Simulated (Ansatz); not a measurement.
# What biaxial strain −2.50 %, plane normal [001], relaxed out of plane does to MgS

Base system: MgS in the rock salt structure (space group Fm-3m, No. 225; a = 5.129 Å). Axes: x, y, z lie along the cube axes.

Now apply this change: compressive biaxial strain of 2.50 % in the plane normal to [001], as in epitaxy on a mismatched substrate; the out-of-plane cell vector and the atoms relax.

All numbers come from Kohn–Sham DFT with the LDA functional, run in Ansatz (a program for electronic structure) with PAW and 420 eV plane waves, no spin-orbit coupling. Γ-centred 11×11×11 mesh, Fermi–Dirac width 0.05 eV.

```json
[
 {"quantity": "volume per atom", "base": "16.87 Å³", "changed": "16.25 Å³", "shift": "-0.614 Å³"},
 {"quantity": "space group", "base": "Fm-3m (No. 225)", "changed": "I4/mmm (No. 139)", "shift": "–"},
 {"quantity": "shortest interatomic distance", "base": "2.565 Å", "changed": "2.501 Å", "shift": "-0.064 Å"},
 {"quantity": "energy relative to the base (free energy F)", "base": "0 meV/atom", "changed": "+13 meV/atom", "shift": "+13 meV/atom"},
 {"quantity": "pressure (mean of the normal stresses, compression positive)", "base": "0.00 GPa", "changed": "3.61 GPa", "shift": "+3.618 GPa"},
 {"quantity": "band gap", "base": "2.65 eV", "changed": "2.55 eV", "shift": "-0.093 eV"},
 {"quantity": "gap character", "base": "–", "changed": "indirect, Γ → X", "shift": "–"},
 {"quantity": "smallest direct gap", "base": "3.83 eV", "changed": "4.03 eV", "shift": "+0.206 eV"},
 {"quantity": "electron mass", "base": "0.53 mₑ along k, 0.28 mₑ across (at X)", "changed": "0.52 mₑ along k, 0.29 mₑ across (at X)", "shift": "–"},
 {"quantity": "hole mass", "base": "–", "changed": "0.24 mₑ out of plane, 0.90 mₑ in plane (at Γ)", "shift": "–"},
 {"quantity": "valence-band top at Γ (three highest levels, from the VBM)", "base": "0.00, 0.00, 0.00 eV", "changed": "0.00, -0.16, -0.16 eV", "shift": "–"},
 {"quantity": "valley order (the lowest conduction-band minima on the path, energy above the VBM, named in the base's zone)", "base": "X along ⟨100⟩ 2.65 eV; Γ 3.83 eV", "changed": "X along [100] 2.55 eV; X along [001] 2.80 eV; Γ 4.03 eV", "shift": "–"},
 {"quantity": "out-of-plane strain", "base": "–", "changed": "+1.36 %", "shift": "–"},
 {"quantity": "ratio −ε⊥/ε∥", "base": "–", "changed": "0.55", "shift": "–"}
]
```

Cost of the whole job for the changed cell (relaxation, final SCF and bands): roughly 19 core-seconds.

Masses are band curvatures over ±0.01 Å⁻¹ around the edge. Along k means along the line from Γ to the band edge. Whether these cells are dynamically stable was not tested. k-point labels follow each cell's own Brillouin zone.
